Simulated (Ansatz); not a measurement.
Functionals compared on the (10-12) surface of hcp Cd in its 1x1 cell, outermost plane spacing 0.64 Å in the ideal cut (one of several cuts of this face), in Ansatz (plane waves, PAW). The structure was relaxed with PBE; the other rows are single points on it, each with its references at the same level. Cutoff 420 eV (500 eV for r2SCAN).

Set-up: 12 atoms, 10.3 Å thick at the start (thin: gaps and levels are the slab's own); mesh 12x5x1; 0.1 eV smearing; dipole correction on; all atoms relaxed; symmetry of the start imposed; no spin, no spin-orbit, no U. These notes are the PBE run's.

```
functional  surface energy (J/m²)  work function of the top face (eV)  rough cost of the single point
----------  ---------------------  ----------------------------------  ------------------------------
PBE                          0.38                                3.85                               –
LDA                           ___                                 ___   around 3 core-minutes (rough)
PBEsol                       0.51                                3.96     very roughly 3 core-minutes
RPBE                         0.29                                3.68     very roughly 3 core-minutes
r2SCAN                       0.48                                3.87   around 6 core-minutes (rough)
```

Question: Fill in the missing entries.

Answer: 
- LDA, surface energy (J/m²): 0.54
- LDA, work function of the top face (eV): 4.20

Ansatz is a first-principles code.
